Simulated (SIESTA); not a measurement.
A self-consistent single point of VO₂F (P2_1/c, 16 atoms in the cell) with SIESTA.

Level of theory: GGA PBEsol, numerical atomic orbitals DZP, PseudoDojo PBEsol standard norm-conserving potentials (rewritten from UPF to PSML) in SIESTA.

```yaml
crystal:
  lattice:
    - [7.10096, 0.00000, 0.00000]
    - [0.00000, 5.32301, 0.00000]
    - [-0.91189, 0.00000, 5.67213]
  atoms:
    - { symbol: V, position: [0.32308, 0.60410, 0.75381] }
    - { symbol: V, position: [0.67692, 0.39590, 0.24619] }
    - { symbol: V, position: [0.67692, 0.10410, 0.74619] }
    - { symbol: V, position: [0.32308, 0.89590, 0.25381] }
    - { symbol: O, position: [0.78099, 0.13695, 0.02774] }
    - { symbol: O, position: [0.21901, 0.86305, 0.97226] }
    - { symbol: O, position: [0.21901, 0.63695, 0.47226] }
    - { symbol: O, position: [0.78099, 0.36305, 0.52774] }
    - { symbol: O, position: [0.49815, 0.87924, 0.74244] }
    - { symbol: O, position: [0.50185, 0.12076, 0.25756] }
    - { symbol: O, position: [0.50185, 0.37924, 0.75756] }
    - { symbol: O, position: [0.49815, 0.62076, 0.24244] }
    - { symbol: F, position: [0.16158, 0.09038, 0.37923] }
    - { symbol: F, position: [0.83842, 0.90962, 0.62077] }
    - { symbol: F, position: [0.83842, 0.59038, 0.12077] }
    - { symbol: F, position: [0.16158, 0.40962, 0.87923] }
```

Reference input (self-consistent single point, DFT, GGA PBEsol, numerical atomic orbitals DZP, PseudoDojo PBEsol standard norm-conserving potentials (rewritten from UPF to PSML)): XC.functional = GGA; XC.authors = PBEsol; potentials = PseudoDojo PBEsol standard; PAO.BasisSize = DZP; PAO.EnergyShift = 0.01 Ry; MeshCutoff = 400 Ry; kgrid.MonkhorstPack = 3 3 3; OccupationFunction = FD; ElectronicTemperature = 10 K; MaxSCFIterations = 150; SCF.Mixer.Method = Broyden; SCF.Mixer.Weight = 0.2. This run's input differs from it in these lines:

```diff
@@ -47,4 +47,5 @@
 %endblock kgrid.MonkhorstPack
-OccupationFunction           FD
-ElectronicTemperature        10 K
+OccupationFunction           MP
+OccupationMPOrder            1
+ElectronicTemperature        300.0 meV
```

Output, abridged:

```
        iscf     Eharris(eV)        E_KS(eV)     FreeEng(eV)     dDmax    Ef(eV) dHmax(eV)
   scf:    1   -14037.089512   -14203.103261   -14203.051876  1.729717 -8.236617 25.500420
   scf:    2   -14301.106742   -14286.072057   -14286.009172  0.229944 -7.289578  3.121544
   scf:    3   -14287.282789   -14287.351676   -14287.321129  0.073325 -7.167006  1.535610
   scf:    4   -14287.689333   -14287.561982   -14287.522621  0.021171 -7.340824  0.549711
   scf:    5   -14287.748060   -14287.668430   -14287.626528  0.022811 -7.473273  0.272521
   scf:    6   -14287.689445   -14287.683570   -14287.639420  0.010013 -7.516499  0.108038
   [... lines left out ...]
   scf:    8   -14287.697334   -14287.688873   -14287.642874  0.008570 -7.511037  0.006419
   scf:    9   -14287.689097   -14287.688986   -14287.642891  0.000308 -7.510564  0.004838
   scf:   10   -14287.689274   -14287.689130   -14287.642905  0.000447 -7.509902  0.002164
   scf:   11   -14287.689248   -14287.689189   -14287.642908  0.000213 -7.509528  0.000791
   scf:   12   -14287.689208   -14287.689199   -14287.642908  0.000040 -7.509430  0.000447
   scf:   13   -14287.689199   -14287.689199   -14287.642908  0.000011 -7.509376  0.000310
   scf:   14   -14287.689195   -14287.689197   -14287.642908  0.000008 -7.509342  0.000240
SCF Convergence by DM+H criterion
max |DM_out - DM_in|         :     0.0000083647
max |H_out - H_in|      (eV) :     0.0002404739
SCF cycle converged after 14 iterations

Using DM_out to compute the final energy and forces

siesta: E_KS(eV) =           -14287.6892

siesta: E_KS - E_eggbox =    -14287.6892

siesta: Atomic forces (eV/Ang):
     1   -0.300818   -0.723218   -0.733367
     2    0.300818    0.723218    0.733367
     3    0.300818   -0.723218    0.733367
     4   -0.300818    0.723218   -0.733367
     5   -0.510709    0.012837   -1.164708
     6    0.510709   -0.012837    1.164708
     7    0.510709    0.012837    1.164708
     8   -0.510709   -0.012837   -1.164708
     9    0.427443    0.413282    0.044711
    10   -0.427443   -0.413282   -0.044711
    11   -0.427443    0.413282   -0.044711
   [... lines left out ...]
siesta: FreeEng =    -14287.642908
siesta: Cell volume =        214.397785 Ang**3
siesta:        -107.26388160       -105.78664543  kBar
   [... lines left out ...]
     5    -0.305060    6.305060  O
     6    -0.305060    6.305060  O
     7    -0.305060    6.305060  O
     8    -0.305060    6.305060  O
     9    -0.404543    6.404543  O
    10    -0.404543    6.404543  O
    11    -0.404543    6.404543  O
    12    -0.404543    6.404543  O
    13    -0.189574    7.189574  F
    14    -0.189574    7.189574  F
    15    -0.189574    7.189574  F
    16    -0.189574    7.189574  F
 Total     0.000000
```

The run converged in 14 iterations. Against the reference run the free energy rises by 1.1 meV/atom, the pressure hardly changes (-10.69 to -10.73 GPa), the largest force goes from 1.255 to 1.272 eV/Å and the gap on the mesh goes from 1.473 to 1.484 eV.

The starting cell comes from a database of computed structures (which also holds hypothetical and non-ambient phases and stackings), without a prior relaxation at this level. Values carry the incompleteness of an atom-centred basis. With a pressure of about -11 GPa the cell is away from its equilibrium volume at this level. Forces in this geometry exceed 1 eV/Å.

Cost on one core of a shared machine: roughly 60 s.
